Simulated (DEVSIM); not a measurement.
Structure: illuminated Si n-on-p cell, one wavelength, at 250 K.

| layer (left to right) | material | thickness (μm) | Nd (cm⁻³) | Na (cm⁻³) | τn (s) | τp (s) | absorption coefficient (cm⁻¹) |
|---|---|---|---|---|---|---|---|
| 1 | Si | 0.0840 | 1.9e18 | - | 1.3e-5 | 1.5e-6 | 6800 |
| 2 | Si | 26.0 | - | 3.1e15 | 2.8e-5 | 2.8e-5 | 6800 |

Left contact: ohmic, minority hole recombination velocity 10 cm/s. Right contact: ohmic, minority electron recombination velocity 100 cm/s. Voltage is applied to the left contact. Recombination: SRH at mid-gap, radiative, Auger. Gap narrowing is on: ΔEg = 6.92 meV × (l + √(l² + 0.5)), l = ln(N/1.3e17 cm⁻³), shared equally by both band edges. Light enters at the left, 1.2e17 photons cm⁻² s⁻¹, one pass, no reflection. Mobility is constant in doping.

The device is made up for the run: typed textbook-type constants, with dimensions and the other settings drawn at random. Values at 300 K; Nc and Nv go as T^1.5, mobilities as T to minus their exponent, the gap by Varshni's rule with the affinity fixed.

| parameter | Si |
|---|---|
| gap (eV) | 1.124 |
| affinity (eV) | 4.05 |
| permittivity | 11.7 |
| Nc (cm⁻³) | 2.86e19 |
| Nv (cm⁻³) | 3.1e19 |
| μn (cm²/Vs) | 1417 |
| μp (cm²/Vs) | 470 |
| T exponent of μn | 2.3 |
| T exponent of μp | 2.2 |
| B (cm³/s) | 4.7e-15 |
| Cn (cm⁶/s) | 2.8e-31 |
| Cp (cm⁶/s) | 9.9e-32 |
| Varshni α (eV/K) | 0.000473 |
| Varshni β (K) | 636 |

Simulated with DEVSIM: 1D drift-diffusion, Boltzmann statistics, complete ionisation; no tunnelling, impact ionisation, image-force lowering or self-heating.

The recombination velocity at the right contact was swept, all else fixed.

| recombination velocity at the right contact (cm/s) | fill factor | open-circuit voltage (V) | dark forward voltage at 1 A/cm² (V) | share of generated pairs collected at short circuit |
|---|---|---|---|---|
| 10 | 0.86 | 0.743 | 0.859 | 0.999 |
| 100 | 0.86 | ___ | ___ | 0.999 |
| 1000 | 0.86 | 0.682 | 0.769 | 0.998 |
| 10000 | 0.85 | 0.642 | 0.729 | 0.987 |
| 1e5 | 0.85 | 0.623 | 0.711 | 0.969 |
| 1e6 | 0.85 | 0.619 | 0.707 | 0.964 |
| 1e7 | 0.85 | 0.619 | 0.707 | 0.963 |

Problem. Fill in the missing entries.

Solution. 
- 100, open-circuit voltage (V): 0.721
- 100, dark forward voltage at 1 A/cm² (V): 0.815
